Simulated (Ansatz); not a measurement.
Functionals compared on a constructed model of the (111) surface of fcc Al, a pseudomorphic layer of V in the host's stacking (bottom of the slab: a bare face, its two planes held), in Ansatz (plane waves, PAW). The structure was relaxed with PBE; the other rows are single points on it. Cutoff 420 eV.

Model: 7-atom slab, 14.0 Å thick at the start with caps and adatoms, 15x15x1 mesh, Fermi-Dirac 0.1 eV, dipole correction, 2 atoms held, the rest relaxed; held to the start's symmetry, so lower structures may exist; spin-polarised, ending with about 1.6 μB a cell; orders that need a larger cell were not tried, no spin-orbit, no U. In PBE it is, or lies within 0.01 eV a 1x1 cell of, the lowest of the 2 structures of its composition computed so far; subsurface sites and larger cells were not tried. These notes are the PBE run's.

| functional | work function of the top face (eV) | magnetic moment of the cell (μB) | rough cost of the single point |
|---|---|---|---|
| PBE | 4.33 | 1.56 | – |
| RPBE | 4.12 | 1.71 | about 60 core-seconds (a rough figure) |

Ansatz is an electronic-structure program.
